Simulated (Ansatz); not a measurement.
Phonon-limited resistivity of PtCu (R-3m) against temperature in μΩ·cm, PBEsol, DFPT electron-phonon coupling, linearised Boltzmann equation (Ansatz, a quantum-chemistry and plane-wave program), harmonic crystal at a fixed cell. x, y and z are the axes of this cell:
```yaml
crystal:
  lattice:
    - [1.35095, 0.77997, 4.23753]
    - [-1.35095, 0.77997, 4.23753]
    - [0.00000, -1.55995, 4.23753]
  atoms:
    - { symbol: Cu, position: [0.00000, 0.00000, 0.00000] }
    - { symbol: Pt, position: [0.50000, 0.50000, 0.50000] }
```

```tsv
T	ρ (x, y)	ρ (z)
50 K	0.141	0.30
77 K	0.42	?
100 K	?	1.17
150 K	1.27	2.0
200 K	1.81	2.9
250 K	2.3	3.7
273 K	2.6	4.1
300 K	2.9	4.5
350 K	3.4	5.3
400 K	3.9	6.1
500 K	4.9	7.6
600 K	5.9	9.2
800 K	8.0	12.1
```

Task: Complete the blanks.

Result: 
- 77 K, ρ (z): 0.75
- 100 K, ρ (x, y): 0.69

A metal at this level (no band gap). Only scattering by harmonic phonons is included (no impurities, grain boundaries, electron-electron scattering or thermal expansion). Spin-orbit coupling is left out, which matters with elements this heavy. The run warned that the eigensolver left some states short of its tolerance. Halving the electron mesh (28x28x28) moves the resistivity by up to 9 %. Smearing 0.20 eV; phonons on a 6x6x6 q mesh, which this run doesn't test and which matters most at low temperature.

Computed structure with no diffraction record at hand here (it may be known, metastable or hypothetical): PtCu (R-3m).
